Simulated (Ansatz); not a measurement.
Functionals compared on the (31-42) surface of hcp Zn in its 1x1 cell, outermost plane spacing 0.20 Å in the ideal cut, in Ansatz (plane waves, PAW). The structure was relaxed with PBE; the other rows are single points on it, each with its references at the same level. Cutoff 420 eV (500 eV for r2SCAN).

Set-up: 36 atoms, 10.7 Å thick at the start; mesh 6x5x1; 0.1 eV smearing; dipole correction on; all atoms relaxed; start symmetry kept, larger cells not searched; no spin, no spin-orbit, no U. These notes are the PBE run's.

```
functional  surface energy (J/m²)  work function of the top face (eV)          rough cost of the single point
----------  ---------------------  ----------------------------------  --------------------------------------
PBE                          0.78                                4.17                                       –
LDA                          1.12                                4.46            very roughly 10 core-minutes
PBEsol                       1.03                                4.26                 roughly 10 core-minutes
RPBE                          ___                                 ___          around 10 core-minutes (rough)
r2SCAN                       0.98                                4.27  about 19 core-minutes (a rough figure)
```

Problem. Fill in the missing entries.

Solution. 
- RPBE, surface energy (J/m²): 0.62
- RPBE, work function of the top face (eV): 4.03

Ansatz is an electronic-structure program.
